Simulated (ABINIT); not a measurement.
ABINIT run on Ga (Cmce, 4 atoms in the cell): self-consistent single point.

Level of theory: LDA (PW92), PAW (JTH v2.0 LDA PAW) (plane waves; ABINIT).

```
Ga
1.0
    2.19253    -3.75872     0.00000
    2.19253     3.75872     0.00000
    0.00000     0.00000     4.50721
Ga
4
Direct
  0.65570   0.34430   0.41540
  0.34430   0.65570   0.58460
  0.84430   0.15570   0.91540
  0.15570   0.84430   0.08460
```

Reference input (self-consistent single point, DFT, PBE, plane waves, PAW (JTH v2.0 PBE PAW)): pseudos = [Ga.GGA_PBE-JTH.xml]; ecut = 20 Ha; pawecutdg = 40 Ha; pawxcdev = 0; ixc = 11; occopt = 7; tsmear = 0.00999582 Ha; ngkpt = 7 7 6; nshiftk = 1; shiftk = 0 0 0; potentials = JTH v2.0 PBE PAW; nband = 34. This run's input differs from it in these lines:

```diff
@@ -1,4 +1,4 @@
-# Ga, JTH v2.0 PBE PAW
+# Ga, JTH v2.0 LDA PAW
 pp_dirpath "./"
-pseudos "Ga.GGA_PBE-JTH.xml"
+pseudos "Ga.LDA_PW-JTH.xml"
 acell 3*1.0
@@ -20,3 +20,3 @@
 pawxcdev 0
-ixc 11
+ixc 7
 occopt 7
```

Its files differ too (potentials: JTH v2.0 PBE PAW → JTH v2.0 LDA PAW).

The program printed (abridged):

```
--- !BeginCycle
solver: {iscf: 17, nstep: 60, nline: 4, wfoptalg: 10, }
tolerances: {tolvrs: 1.00E-12, }
...

     iter   Etot(hartree)      deltaE(h)  residm     nres2
 ETOT  1  -316.62509846188    -3.166E+02 7.176E-01 2.252E+00
 ETOT  2  -317.20651710381    -5.814E-01 7.477E-03 3.728E-01
 ETOT  3  -317.20516301963     1.354E-03 6.522E-03 4.073E-02
 ETOT  4  -317.20497242705     1.906E-04 4.513E-04 4.298E-03
 ETOT  5  -317.20497957270    -7.146E-06 3.019E-04 6.609E-04
   [... 4 lines left out ...]
 ETOT 10  -317.20497780341     2.507E-11 2.428E-05 4.767E-10
 ETOT 11  -317.20497780341     2.331E-12 6.735E-05 3.807E-11
 ETOT 12  -317.20497780341    -3.979E-13 1.247E-05 1.490E-12
 ETOT 13  -317.20497780341    -1.933E-12 3.213E-05 1.197E-13
 At SCF step   13       nres2   =  1.20E-13 < tolvrs=  1.00E-12 =>converged.

 Cartesian components of stress tensor (hartree/bohr^3)
  sigma(1 1)=  1.99018369E-05  sigma(3 2)=  0.00000000E+00
  sigma(2 2)=  1.81582568E-05  sigma(3 1)=  0.00000000E+00
  sigma(3 3)=  3.77555225E-05  sigma(2 1)=  0.00000000E+00

 ----iterations are completed or convergence reached----

 reduced coordinates (array xred) for    4 atoms
       0.655700000000      0.344300000000      0.415400000000
       0.344300000000      0.655700000000      0.584600000000
       0.844300000000      0.155700000000      0.915400000000
       0.155700000000      0.844300000000      0.084600000000
 cartesian forces (eV/Angstrom) at end:
    1     -0.00000000000000    -0.00021948221270    -0.00296379546967
   [... lines left out ...]
 Fermi (or HOMO) energy (eV) =   5.62378   Average Vxc (eV)=  -9.93510
   [... lines left out ...]
'-kT*entropy'       : -1.02360320590715E-03
total_energy        : -3.17204977811708E+02
total_energy_eV     : -8.63158641353716E+03
...

-Cartesian components of stress tensor (GPa)         [Pressure= -7.4352E-01 GPa]
- sigma(1 1)=  5.85532159E-01  sigma(3 2)=  0.00000000E+00
- sigma(2 2)=  5.34234271E-01  sigma(3 1)=  0.00000000E+00
- sigma(3 3)=  1.11080564E+00  sigma(2 1)=  0.00000000E+00

 Calculation completed.
```

The run converged in 13 iterations. Against the reference run the pressure goes from 5.50 to -0.74 GPa and the largest force goes from 0.041 to 0.003 eV/Å.

The starting cell comes from a database of computed structures (which also holds hypothetical and non-ambient phases and stackings), without a prior relaxation at this level. Its lattice was rescaled by a random factor within 2.5 % of one.

Cost on one core of a shared machine: roughly 5 min.
